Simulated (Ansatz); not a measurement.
The parent structure is PbF₂ in the fluorite structure (space group Fm-3m, No. 225; a = 6.0007 Å).

All numbers come from PBE in Ansatz (plane waves to 420 eV, PAW, no spin-orbit coupling).

Before the change:

| Item | Result |
|---|---|
| Smallest direct gap | 4.56 eV |
| Band gap | 4.42 eV |
| Shortest interatomic distance | 2.598 Å |

One thing is altered: Si takes the place of Pb on all its sites, then cell and atoms are relaxed.

Tabulated Pauling electronegativity and covalent radius: Pb 2.33, 1.46 Å; Si 1.90, 1.11 Å.

Question: Estimate the effect on the smallest direct gap, band gap and shortest interatomic distance.

Answer: The smallest direct gap decreases by 1.25 eV, from 4.56 eV to 3.31 eV; the band gap decreases by 1.42 eV (4.42 eV → 3.00 eV); the shortest interatomic distance drops by 0.2427 Å (2.598 Å → 2.356 Å).

Spin-orbit coupling, missing from the scalar runs, can matter with Pb. Whether these cells are dynamically stable was not tested. As relaxed here, SiF2 is a hypothetical phase, not in the database extracts checked.

Ansatz is a program for electronic structure.
